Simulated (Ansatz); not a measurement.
**InAlN2 (model structure, started from the ScAlN2 type, P3m1, No. 156, 4 atoms in the cell)**

Level of theory: PBE (PAW; Ansatz, a quantum-chemistry and plane-wave program).

Numerical settings: plane-wave cutoff 520 eV, 12×12×6 k mesh (along the axes of the cell as run), Fermi–Dirac smearing 0.01 eV, scalar-relativistic PAW data made under PBE.

Cell (relaxed with PBEsol):

AlInN₂ has the trigonal space group P3m1 (No. 156), Pearson symbol hP4. Cell: a = b = 3.306 Å, c = 5.447 Å, α = β = 90.00°, γ = 120.00°. In on 1b has 4 N at 2.094–2.175 Å (tetrahedral). N1 on 1b is surrounded by 3 Al at 1.985 Å and 1 In at 2.175 Å (tetrahedral). Al on 1c is surrounded by 1 N at 1.866 Å and 3 N at 1.985 Å (tetrahedral). N2 on 1c has 1 Al at 1.866 Å and 3 In at 2.094 Å (tetrahedral). (Neighbours: up to the widest gap in distance over summed covalent radii, below 1.35, at either atom; cation-cation and far metal-metal contacts left out.)

* **band gap**: 1.00 eV

Note: the relaxation could raise the start's symmetry but not lower it, so the cell can be a saddle point; cell and atoms aren't relaxed at this level (pressure 4.5 GPa).

Spin–orbit coupling is not included.

A model structure was made by putting elements into a prototype or built by hand; it is no filed structure, need not be a known phase, and can be a saddle point held by its symmetry.
